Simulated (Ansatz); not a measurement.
```
BaTiO3
1.0
    3.95535     0.00000     0.00000
    0.00000     3.95535     0.00000
    0.00000     0.00000     4.04462
Ba Ti O
1 1 3
Cartesian
  1.97767   1.97767   2.35625
  0.00000   0.00000   0.39561
  0.00000   1.97767   0.25664
  1.97767   0.00000   0.25664
  0.00000   0.00000   2.23550
```

Level of theory: PBEsol, rigid bands (plane waves, PAW, scalar-relativistic; Ansatz, a program for electronic structure). Cell: cell and atoms relaxed with PBEsol.

Problem. Predict the electron conductivity mass (n e² τ/σ) at 300 K, by direction if it differs.

Solution. 0.43 (x), 0.43 (y), 9.9 (z) mₑ.

Problem. And the band gap?

Solution. 1.85 eV at this level; semilocal functionals usually fall short of the measured gap.

Rigid bands, one relaxation time for all states, no polarons. Spin-orbit coupling is left out; where it splits the top of the valence band it changes the hole mass and lowers the gap by about a third of the splitting.
